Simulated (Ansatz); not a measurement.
Take SiC (space group P6_3mc, No. 186) as the base.

```yaml
crystal:
  lattice:
    - [3.05845, 0.00000, 0.00000]
    - [-1.52923, 2.64870, 0.00000]
    - [0.00000, 0.00000, 10.01200]
  atoms:
    - { symbol: Si, position: [0.00000, 0.00000, 0.50031] }
    - { symbol: Si, position: [0.00000, 0.00000, 0.00031] }
    - { symbol: Si, position: [0.33333, 0.66667, 0.25025] }
    - { symbol: Si, position: [0.66667, 0.33333, 0.75025] }
    - { symbol: C, position: [0.00000, 0.00000, 0.31286] }
    - { symbol: C, position: [0.00000, 0.00000, 0.81286] }
    - { symbol: C, position: [0.33333, 0.66667, 0.06221] }
    - { symbol: C, position: [0.66667, 0.33333, 0.56221] }
```

Cartesian axes are those of the cell as printed.

The values are results of Kohn–Sham DFT with the LDA functional, run in Ansatz (a program for electronic structure) with PAW and 420 eV plane waves, no SOC, not measurements.

For the base:

The band gap is 2.18 eV and the smallest direct gap comes out as 3.31 eV.

One thing is altered: uniaxial strain ε_xx = −0.75 %, all other strain components held at zero, atoms relaxed at fixed cell.

Task: Predict the new stress, band gap and smallest direct gap.

Result: The stress (xx, yy, zz, yz, xz, xy; compression positive) is (3.93, 0.90, 0.46, 0.00, 0.00, 0.00) GPa; the band gap drops by 0.07 eV, from 2.18 eV to 2.11 eV; the smallest direct gap decreases by 0.04 eV, from 3.31 eV to 3.27 eV.

Stability against distortions was not tested.
